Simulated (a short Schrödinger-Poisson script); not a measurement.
Solved with a short Schrödinger-Poisson script written for these runs: 1D Poisson equation in equilibrium, electrons quantum, Hartree (BenDaniel-Duke, 40 states a valley, the channel's in-plane mass for all, wave functions free to enter the barrier), parabolic valleys, classical holes, full ionisation, no traps, pinning or gate leakage.

System: gated In0.52Al0.48As/In0.53Ga0.47As modulation-doped gas in a quantum well, at 300 K.

From the gate side: 15 nm In0.52Al0.48As; 10 nm In0.52Al0.48As, donors 9.3e17 cm⁻³; 3 nm In0.52Al0.48As; 15 nm In0.53Ga0.47As; 4000 nm In0.52Al0.48As, acceptors 4e14 cm⁻³.

Constants are typed, rounded textbook-type inputs, not results; the design itself was drawn at random and stands for no fabricated device. In0.52Al0.48As: permittivity 12.5, conduction-band edge (eV) 0.52, gap (eV) 1.45, electron mass (mₑ) 0.075, Nv at 300 K (cm⁻³) 1.1e19. In0.53Ga0.47As: permittivity 13.9, conduction-band edge (eV) 0, gap (eV) 0.74, Nv at 300 K (cm⁻³) 7.7e18.

Channel valleys (confinement mass, in-plane density-of-states mass, number): Γ 0.041, 0.041, 1. At the gate the conduction-band edge of layer 1 lies 0.65 eV − eVg above the Fermi level of the channel; the field vanishes at the back. The barrier under the gate holds no holes. Gaps are held at their typed values at every temperature. Mesh 0.08 nm at interfaces.

Task: Give the lowest subband against the Fermi level at Vg = 0.4 V (meV); the capacitance at Vg = 0.4 V (μF/cm²); the centroid of the channel electrons at Vg = 0.4 V (nm).

Result: lowest subband against the Fermi level at Vg = 0.4 V (meV): -45.0; capacitance at Vg = 0.4 V (μF/cm²): 0.316; centroid of the channel electrons at Vg = 0.4 V (nm): 6.16.
